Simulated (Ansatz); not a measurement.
System: NiAs-type NiSb. Method: r²SCAN0 (plane waves, PAW; Ansatz, a quantum-chemistry and plane-wave program).

Numerical settings: plane-wave cutoff 520 eV, 9×9×6 k mesh (along the axes of the cell as run), Fermi–Dirac smearing 0.05 eV, no spin polarisation, scalar-relativistic PAW data made under PBE.

Computed at the level's own relaxed cell.

### Question
Predict the lattice parameter a and lattice parameter c.

### Answer

lattice parameter a: 3.874 Å
lattice parameter c: 5.105 Å

Measured, for comparison: lattice constant a 3.946 Å, lattice parameter c 5.148 Å (temperature not stated, no zero-point or thermal correction; as tabulated in Wikipedia's data pages). Computed (rounded) less measured: lattice constant a -1.8 %, lattice parameter c -0.8 %. A static lattice is as a rule a little smaller and stiffer than an uncorrected measurement, which narrows the difference in the lattice constant a, lattice parameter c and would widen misses of the other sign.

Note: the run has no spin polarisation, so it can have missed a magnetic state.

Spin–orbit coupling is not included.

Static lattice: no zero-point or thermal effects.
